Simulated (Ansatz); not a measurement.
Data:

```xyz
2
Lattice="0.0000 3.0666 2.9899 3.0666 0.0000 2.9899 3.0666 3.0666 0.0000" Properties=species:S:1:pos:R:3 pbc="T T T"
Cd     0.0000     0.0000     0.0000
Se     1.5333     1.5333     1.4950
```

No spin polarisation.

The values are results of r2SCAN (Ansatz, an electronic-structure program; PAW; 500 eV plane waves; no SOC), not measurements. Settings: 9×9×9 k-points, 0.05 eV Fermi–Dirac smearing.

Question: Predict the gap character and valence-band top at Γ.

Answer: Gap character: direct at Γ
Valence-band top at Γ (three highest levels, from the VBM): 0.00, -0.08, -0.08 eV

The cells carry an imposed strain or load. Stability against distortions was not tested. The cell was made from CdSe in the zinc blende structure (space group F-43m, No. 216) by this change: uniaxial strain ε_zz = −2.50 %.
